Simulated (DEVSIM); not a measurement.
System: Schottky contact on n-type Ge, at 400 K.

Layer 1 from the left is Ge, thickness (μm) 0.580, Nd (cm⁻³) 9e15, τn (s) 2.5e-7, τp (s) 2.5e-7. Layer 2 from the left is Ge, thickness (μm) 41.0, Nd (cm⁻³) 1.5e18, τn (s) 2.5e-7, τp (s) 2.5e-7.

Left contact: Schottky, work function 4.52 eV, emission velocity 3e6 cm/s. Right contact: ohmic. Voltage is applied to the left contact. Recombination: SRH at mid-gap. Mobility is constant in doping.

This is a model device: material constants are rounded textbook-type values typed into the input, and sizes, dopings and lifetimes were drawn at random. Values at 300 K; Nc and Nv go as T^1.5, mobilities as T to minus their exponent, the gap by Varshni's rule with the affinity fixed.

Ge: gap (eV) 0.664, affinity (eV) 4, permittivity 16, Nc (cm⁻³) 1.04e19, Nv (cm⁻³) 6e18, μn (cm²/Vs) 3900, μp (cm²/Vs) 1900, T exponent of μn 1.66, T exponent of μp 2.33, Varshni α (eV/K) 0.000477, Varshni β (K) 235.

DEVSIM, 1D drift-diffusion, Boltzmann statistics, complete ionisation; no tunnelling, impact ionisation, image-force lowering or self-heating. Metal contacts follow the ideal Schottky-Mott rule: no Fermi-level pinning, no interface dipoles.

What does the simulation give for the dark forward voltage at 100 A/cm², the potential step across the device at zero bias?

dark forward voltage at 100 A/cm² 0.136 V; potential step across the device at zero bias 0.438 V.
